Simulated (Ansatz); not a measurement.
# Several settings converged on Nb3Au2 (I4mm, 5 atoms in the cell)

```xyz
5
Lattice="-1.7129 1.7129 7.6839 1.7129 -1.7129 7.6839 1.7129 1.7129 -7.6839" Properties=species:S:1:pos:R:3 pbc="T T T"
Nb     0.0000     0.0000     0.0500
Nb     0.0000     0.0000     6.1354
Nb     0.0000     0.0000     9.2323
Au     0.0000     0.0000     3.0700
Au     0.0000     0.0000    12.2977
```

Base method: PBEsol, default PAW files made with PBE (plane waves; Ansatz, an electronic-structure program).

Base settings: basis.ecutwfc = 420 eV; kpoints.mp_grid.grid = 9 9 9; hamiltonian.xc = pbesol; hamiltonian.pseudopotentials = {kind: paw} (the program's default PAW files); scf.occupations.method = fermi_dirac; scf.occupations.width = 0.1 eV.

The count of work is k-points × plane waves × bands × iterations; it is no time. Core times come from one kind of shared machine, to one figure; runs under 30 s give none.

**The k-point mesh**

The second cell is the first with its lattice scaled by 0.98.

Only quantities that move along the ladder and can be compared are tabulated.

| kpoints.mp_grid.grid | free energy less the last step's (meV/atom) | energy of the compressed cell less the first (meV/atom) | pressure (GPa) | largest difference of a force vector from the last step's (eV/Å) | count of work / last |
|---|---|---|---|---|---|
| 2 2 2 | 121.86 | -20.74 | -8.18 | 0.410 | 0.012 |
| 4 4 4 | -5.61 | -16.85 | -7.82 | 0.184 | 0.032 |
| 6 6 6 | 0.43 | -15.95 | -7.71 | 0.044 | 0.074 |
| 8 8 8 | 0.41 | -15.70 | -7.67 | 0.017 | 0.15 |
| 9 9 9 | 0.28 | -16.11 | -7.71 | 0.002 | 0.19 |
| 12 12 12 | -0.09 | -16.13 | -7.72 | 0.011 | 0.40 |
| 17 17 17 | 0.00 | -16.14 | -7.72 | 0.000 | 1.0 |

Coarsest kpoints.mp_grid.grid that holds the pressure within 0.2 GPa of the last step, with all finer ones: 4 4 4, at 0.032 of the last step's count of work; the step before is off by 0.46 GPa.

Coarsest kpoints.mp_grid.grid that holds the forces within 0.02 eV/Å: not settled: the last two steps still differ by 0.011 eV/Å, over half the tolerance, so the ladder does not show it.

Coarsest kpoints.mp_grid.grid that holds the energy of the compressed cell less the first within 2 meV/atom of the last step, with all finer ones: 4 4 4, at 0.032 of the last step's count of work; the step before is off by 4.6 meV/atom.

The energy difference between the two cells stays within 1 meV/atom of the last step's from 4 4 4 on, the total only from 6 6 6 on: much of the error is common to both cells and cancels.

**The k-point mesh at a smearing width of 0.05 eV**

In this ladder: scf.occupations.width = 0.05 eV.

The second cell is the first with its lattice scaled by 0.98.

Only quantities that move along the ladder and can be compared are tabulated.

```tsv
kpoints.mp_grid.grid	free energy less the last step's (meV/atom)	energy of the compressed cell less the first (meV/atom)	pressure (GPa)	largest difference of a force vector from the last step's (eV/Å)	count of work / last	core time / last (rough)
5 5 5	8.02	-15.93	-7.69	0.059	0.010	–
7 7 7	0.51	-16.33	-7.77	0.015	0.023	–
10 10 10	0.15	-16.80	-7.81	0.022	0.058	–
15 15 15	-0.11	-16.68	-7.80	0.012	0.16	0.2
18 18 18	0.06	-16.63	-7.80	0.005	0.27	0.3
26 26 26	0.00	-16.61	-7.79	0.000	1.0	1
```

Coarsest kpoints.mp_grid.grid that holds the pressure within 0.05 GPa of the last step, with all finer ones: 7 7 7, at 0.023 of the last step's count of work; the step before is off by 0.10 GPa.

Coarsest kpoints.mp_grid.grid that holds the energy of the compressed cell less the first within 0.5 meV/atom of the last step, with all finer ones: 7 7 7, at 0.023 of the last step's count of work; the step before is off by 0.67 meV/atom.

Coarsest kpoints.mp_grid.grid that holds the free energy within 2 meV/atom of the last step, with all finer ones: 7 7 7, at 0.023 of the last step's count of work; the step before is off by 8.0 meV/atom.

The energy difference between the two cells stays within 1 meV/atom of the last step's from 5 5 5 on, the total only from 7 7 7 on: much of the error is common to both cells and cancels.

**The width of Gaussian smearing**

In this ladder: kpoints.mp_grid.grid = 15 15 15; scf.occupations.method = gaussian.

Narrow widths need finer meshes than wide ones, so the last steps can hold mesh noise.

Only quantities that move along the ladder and can be compared are tabulated; pressure and forces are left out, as mesh noise rules them at narrow widths.

```csv
scf.occupations.width,free energy less the last step's (meV/atom),energy extrapolated to zero width less the last step's (meV/atom),core time / last (rough)
1 eV,-175.65,11.83,1
0.5 eV,-40.91,-0.52,1
0.3 eV,-13.95,-0.45,1.0
0.1 eV,0.00,0.00,1
```

Widest scf.occupations.width that holds the energy extrapolated to zero width within 2 meV/atom of the last step, with all finer ones: 0.5 eV; the step before is off by 12 meV/atom.

Widest scf.occupations.width that holds the free energy within 5 meV/atom: not settled: the last two steps still differ by 14 meV/atom, over half the tolerance, so the ladder does not show it.

The extrapolation to zero width removes most of the smearing's effect on the energy.

On the base run: the starting cell comes from a database of computed structures (which also holds hypothetical and non-ambient phases and stackings), without a prior relaxation at this level. Its lattice was rescaled by up to half a per cent. One atom was moved a little off its site on purpose. Spin polarisation is off. In the base run, with a pressure of about -8 GPa the cell is away from its equilibrium volume at this level. Ansatz's pressure includes its estimate of the finite-basis (Pulay) stress.

Left out of this page: 2 runs of the series outside the window shown, repeating another row's setting, or not comparable.

Keys are those of Ansatz 0.2.
